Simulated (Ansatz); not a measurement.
The parent structure is HgTe in the zinc blende structure (space group F-43m, No. 216; a = 6.435 Å). Axes: x, y, z lie along the cube axes.

All numbers come from Ansatz (a first-principles code), LDA, PAW, cutoff 420 eV, scalar-relativistic without spin-orbit coupling.

Base values:

* **Shortest interatomic distance**: 2.786 Å
* **Band gap**: zero

One thing is altered: tensor shear ε_xy = +1.43 % (engineering shear γ = 0.0286), atoms relaxed at fixed cell.

What happens to the largest internal atomic displacement?

The largest internal atomic displacement amounts to 0.020 Å.

Predict the new shortest interatomic distance.

The shortest interatomic distance shrinks by 0.002 Å, from 2.786 Å to 2.784 Å.

Predict the new energy relative to the base.

The energy grows by 1.9 meV/atom.

What does the calculation give for the band gap after the change?

The band gap stays zero.

Spin-orbit coupling, missing from the scalar runs, can matter with Hg and Te. The cells carry an imposed strain or load. No phonon test of stability was made. The final runs are not spin-polarised. Gaps under 0.05 eV, about the width of the smearing, are given as zero. The zero or small gap of HgTe can change with the level of theory.
